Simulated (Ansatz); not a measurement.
Consider SiO2 in the rutile structure (space group P4_2/mnm, No. 136; a = 4.1945 Å, c = 2.6782 Å).

One thing is altered: every Si is replaced by S; the structure is relaxed again.

Levels (all Ansatz, a quantum-chemistry and plane-wave program, PAW, earlier PAW set): PBEsol (420 eV, no SOC); r2SCAN (500 eV, no SOC).

The geometry is relaxed with PBEsol.

| Property | Result |
|---|---|
| PBEsol pressure | 0.0 GPa |

Task: Predict the pressure from r2SCAN.

Result: The pressure goes from zero to 1.9 GPa.

Single points use the geometry relaxed with PBEsol. Their cutoffs differ, which shifts pressures a little. Stability against distortions was not tested. As relaxed here, SO2 is a hypothetical phase, not in the database extracts checked. All final runs are without spin polarisation.
